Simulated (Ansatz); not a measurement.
Take BaTiO₃ in the cubic perovskite structure (space group Pm-3m, No. 221; a = 3.935 Å) as the base.

Structures relaxed with DFT with LDA, PAW potentials and a 420 eV plane-wave cutoff in Ansatz (a quantum-chemistry and plane-wave program), without spin-orbit coupling.

Base:

Simulated powder pattern, Co Kα, λ = 1.79026 Å (kinematic, ideal powder, no thermal factors, no anomalous dispersion; the 14 strongest lines at most, above 2 %, up to 2θ = 90°):

| 2θ (°) | I/Imax (%) | hkl |
|---|---|---|
| 26.30 | 19 | (100) |
| 37.54 | 100 | (110) |
| 46.41 | 25 | (111) |
| 54.13 | 33 | (200) |
| 61.16 | 9.6 | (210) |
| 67.73 | 37 | (211) |
| 80.10 | 20 | (220) |
| 86.08 | 5.7 | (300) |

After one change:

Simulated powder pattern, Co Kα, λ = 1.79026 Å (kinematic, ideal powder, no thermal factors, no anomalous dispersion; the 14 strongest lines at most, above 2 %, up to 2θ = 90°):

| 2θ (°) | I/Imax (%) |
|---|---|
| 26.43 | 19 |
| 37.73 | 100 |
| 46.66 | 25 |
| 54.42 | 33 |
| 61.49 | 9.6 |
| 68.12 | 37 |
| 80.58 | 20 |
| 86.61 | 5.7 |

**Question.** Which of these changes matches the shifts?
A. pressure 10 GPa
B. pressure 1.5 GPa
C. pressure 0.3 GPa
D. pressure 3 GPa

**Answer.** D, pressure 3 GPa. Its volume per atom is 12.00 Å³ against 12.18 Å³, and its space group is Pm-3m (No. 221).

Load acts through the strain it causes; cell and atoms are relaxed under it. Stability against distortions was not tested. Competing high-pressure phases were not computed. All final runs are without spin polarisation. Many cubic perovskites are stable only at high temperature; tilts and polar distortions were not tested. This is not the structure that BaTiO3 has at room temperature and ambient pressure.
